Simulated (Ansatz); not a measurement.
Results of PBE0 in Ansatz (PAW) for HgZnTe₂ (P-4m2, No. 115, 4 atoms in the cell; start mp-1215403).

Run with plane-wave cutoff 460 eV, 6×6×4 k mesh (along the axes of the cell as run), Fermi–Dirac smearing 0.01 eV, scalar-relativistic PAW data made under PBE.

Cell (relaxed with PBEsol):

```xyz
4
Lattice="4.4333 0.0000 0.0000 0.0000 4.4333 0.0000 0.0000 0.0000 6.3149" Properties=species:S:1:pos:R:3 pbc="T T T"
Zn     2.2167     2.2167     3.1575
Hg     0.0000     0.0000     0.0000
Te     0.0000     2.2167     1.7129
Te     2.2167     0.0000     4.6020
```

### Question
Estimate the band gap that the calculation returns.

### Answer

- band gap: 1.56 eV (on the SCF k mesh)

Note: cell and atoms aren't relaxed at this level (pressure 1.4 GPa).

Spin–orbit coupling is not included; with these elements it can move the gap by several tenths of an eV or more.

A start named mp-… is a Materials Project structure, which need not be a measured phase.

Ansatz is a program for electronic structure.
